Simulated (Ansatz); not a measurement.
## ZnS, pressure series

Consider ZnS in the zinc blende structure (space group F-43m, No. 216).

```cif
data_S4Zn4
_chemical_formula_sum 'S4 Zn4'
_space_group_name_H-M_alt 'F-43m'
_space_group_IT_number 216
_space_group_name_Hall 'F -4 2 3'
_cell_length_a 5.35692
_cell_length_b 5.35692
_cell_length_c 5.35692
_cell_angle_alpha 90.000
_cell_angle_beta 90.000
_cell_angle_gamma 90.000
loop_
_atom_site_label
_atom_site_type_symbol
_atom_site_symmetry_multiplicity
_atom_site_Wyckoff_symbol
_atom_site_fract_x
_atom_site_fract_y
_atom_site_fract_z
_atom_site_occupancy
S1 S 4 c 0.25000 0.25000 0.25000 1
Zn1 Zn 4 a 0.00000 0.00000 0.00000 1
```
(The calculation used a cell of 2 atoms; values per cell refer to that cell.)

Cell and atoms are relaxed at each pressure.

The values are results of plane-wave PAW DFT at the PBEsol level (Ansatz, a quantum-chemistry and plane-wave program, 420 eV), no spin-orbit coupling, earlier PAW set, not measurements.

```csv
variant,volume per atom,gap character,electron mass
base,19.22 Å³,direct at Γ,0.17 mₑ (at Γ)
pressure −2 GPa,(withheld),direct at Γ,0.16 mₑ (at Γ)
pressure −1 GPa,19.46 Å³,direct at Γ,0.16 mₑ (at Γ)
pressure 0.9 GPa,19.00 Å³,direct at Γ,0.17 mₑ (at Γ)
pressure 2.1 GPa,18.73 Å³,direct at Γ,0.17 mₑ (at Γ)
pressure 4.5 GPa,18.26 Å³,direct at Γ,0.18 mₑ (at Γ)
pressure 9 GPa,17.51 Å³,direct at Γ,0.18 mₑ (at Γ)
pressure 15 GPa,16.71 Å³,direct at Γ,0.19 mₑ (at Γ)
pressure 22.5 GPa,15.92 Å³,"indirect, Γ → X","1.1 mₑ along k, 0.30 mₑ across (at X)"
pressure 30 GPa,15.29 Å³,"indirect, Γ → X","1.2 mₑ along k, 0.30 mₑ across (at X)"
```

Question: Fill in the withheld entries from the trend.

Answer: 
- pressure −2 GPa, volume per atom: 19.73 Å³

Load acts through the strain it causes; cell and atoms are relaxed under it. Masses are band curvatures over ±0.01 Å⁻¹ around the edge. Along k means along the line from Γ to the band edge. Stability against distortions was not tested. Measured, ZnS leaves this structure (for rock salt) near 14.7 GPa (temperature not stated; as listed in Datta, Sujoy, Jana, Debnarayan, arXiv (2020)), on rising pressure, with hysteresis.
